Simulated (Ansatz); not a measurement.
By PBEsol, the system below comes out a metal.

Here is the system:

```xyz
2
Lattice="3.2446 0.0000 0.0000 0.0000 3.2446 0.0000 1.6223 -1.6223 2.2943" Properties=species:S:1:pos:R:3 pbc="T T T"
Zr     1.6223     1.6223     0.0000
N      0.0000     0.0000     0.0000
```

Space group of this cell: Fm-3m, rock salt. The cell is taken as given; by PBEsol its mean pressure is -6.1 GPa.

These are PBEsol (plane waves, PAW; Ansatz, a program for electronic structure) values and carry that method's errors.

The current runs along the normal of the first two printed vectors; no spin-orbit coupling. Scaled by the factor s: the length along the current (ions clamped). The meshes follow the cell: 26×26×26 and 28×28 across at s = 0.97, 24×24×24 and 28×28 across at s = 1.00, 24×24×24 and 28×28 across at s = 1.03.

| s | mean pressure (GPa) | ballistic conductance per area (both spins) (× 10¹⁵ S/m²) |
|---|---|---|
| 0.97 | 2.4 | ? |
| 1.00 | -6.1 | 1.06 |
| 1.03 | -12.3 | 0.97 |

**Question.** Take the slope of the ballistic conductance per area (both spins) against ln s from the two given rows, extrapolate to s = 0.97, and say what the run there gives.

**Answer.** Slope = (0.97 − 1.06) / ln 1.03 = -3.04 × 10¹⁵ S/m². The line gives 1.06 + (-3.04) × ln 0.97 = 1.15 × 10¹⁵ S/m². The run gives 1.09 × 10¹⁵ S/m², 0.06 × 10¹⁵ S/m² under the line, 68 % of the predicted step.
